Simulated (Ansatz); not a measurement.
Start from ZrO₂ in the fluorite structure (space group Fm-3m, No. 225; a = 5.0893 Å).

It is then changed as follows: a hydrostatic pressure of 2.1 GPa.

All numbers come from r2SCAN in Ansatz (plane waves to 500 eV, PAW, no spin-orbit coupling).

Base, band edges from the VBM (valence, conduction): X 0.00, 4.29; W -0.21, 4.91; L -1.67, 4.50; Γ -0.55, 3.89; K -0.34, 4.51; U -0.34, 4.51 eV.

**Question.** Give the band edges at the high-symmetry points of the new zone, measured from its valence-band maximum.

**Answer.** 
| point | valence edge (eV) | conduction edge (eV) |
|---|---|---|
| Γ | -0.55 | 3.91 |
| X | 0.00 | 4.32 |
| U | -0.34 | 4.54 |
| K | -0.34 | 4.54 |
| L | -1.68 | 4.53 |
| W | -0.22 | 4.95 |

The gap is 3.91 eV, indirect, X → Γ.

Load acts through the strain it causes; cell and atoms are relaxed under it. No phonon test of stability was made. This is not the structure that ZrO2 has at room temperature and ambient pressure.

Ansatz is an electronic-structure program.
